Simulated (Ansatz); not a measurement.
KTaO3 (Pm-3m) under hydrostatic pressure: electron conductivity mass by PBEsol with spin-orbit coupling, rigid bands (plane waves, PAW; Ansatz, an electronic-structure program). The unloaded cell, whose axes the loads refer to:

```xyz
5
Lattice="3.9853 0.0000 0.0000 0.0000 3.9853 0.0000 0.0000 0.0000 3.9853" Properties=species:S:1:pos:R:3 pbc="T T T"
K      1.9926     1.9926     1.9926
Ta     0.0000     0.0000     0.0000
O      0.0000     1.9926     0.0000
O      1.9926     0.0000     0.0000
O      0.0000     0.0000     1.9926
```

```csv
hydrostatic pressure (GPa),volume per atom (Å³),electron conductivity mass (mₑ)
-2,12.79,0.454
0,12.66,0.451
2,12.54,?
5,12.37,0.443
10,12.11,0.436
```

Problem. Fit a straight line to ln(electron conductivity mass) against the load over the rows given, and predict the row at 2 GPa.

Solution. The means are x̄ = 3.250 GPa and ȳ = -0.8076; Σ(x − x̄)(y − ȳ) = -0.2944 and Σ(x − x̄)² = 86.75, so the slope is -0.339 % per GPa, and the rows given lie within 0.068 % of the line. At 2 GPa the line gives 0.448 mₑ; the calculation gives 0.447 mₑ, 0.19 % from it.

Masses are for dilute carriers at 300 K, harmonic means over directions unless an axis is named. Stresses and pressures are the targets of the relaxation. The structure type is held at every load. Geometry: cell and atoms relaxed with PBEsol.
